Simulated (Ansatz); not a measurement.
Start from ZnO in the wurtzite structure (space group P6_3mc, No. 186).

```yaml
crystal:
  lattice:
    - [3.22996, 0.00000, 0.00000]
    - [-1.61498, 2.79723, 0.00000]
    - [0.00000, 0.00000, 5.21438]
  atoms:
    - { symbol: Zn, position: [0.33333, 0.66667, 0.00154] }
    - { symbol: Zn, position: [0.66667, 0.33333, 0.50154] }
    - { symbol: O, position: [0.33333, 0.66667, 0.38046] }
    - { symbol: O, position: [0.66667, 0.33333, 0.88046] }
```

Cartesian axes are those of the cell as printed.

The values are results of PBEsol (Ansatz, a first-principles code), no spin-orbit coupling, not measurements.

Base values:

| Item | Result |
|---|---|
| Electron mass | 0.13 mₑ (at Γ) |

Perturbation: tensile biaxial strain of 1.80 % in the plane normal to [001], as in epitaxy on a mismatched substrate; the out-of-plane cell vector and the atoms relax.

Question: What happens to the electron mass and out-of-plane strain?

Answer: The electron mass goes from 0.13 mₑ (at Γ) to 0.14 mₑ out of plane, 0.13 mₑ in plane (at Γ); the out-of-plane strain comes out as -1.87 %.

The levels and masses belong to the bands next to the band gap. Effective masses come from finite differences of ±0.01 Å⁻¹. Stability against distortions was not tested.
